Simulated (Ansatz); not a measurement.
# CdSe: pressure series

The reference is CdSe in the zinc blende structure (space group F-43m, No. 216; a = 6.196 Å).

Cell and atoms are relaxed at each pressure.

Calculations: Kohn–Sham DFT with the PBE functional, run in Ansatz (an electronic-structure program) with PAW and 420 eV plane waves, no SOC.

Candidates:
(a) pressure −1 GPa
(b) pressure 22.5 GPa
(c) pressure 2.1 GPa

Base values:

```
Quantity   Result
--------  -------
Band gap  0.49 eV
```

### Question
Order them by band gap, lowest first.

### Answer
(a) pressure −1 GPa (0.45 eV), (c) pressure 2.1 GPa (0.58 eV), (b) pressure 22.5 GPa (1.02 eV)

Load acts through the strain it causes; cell and atoms are relaxed under it. No phonon test of stability was made. Tetrahedral semiconductors of this kind turn to denser phases somewhere between about 1 and 50 GPa; those were not computed, so compressed cells here can lie past the real transition.
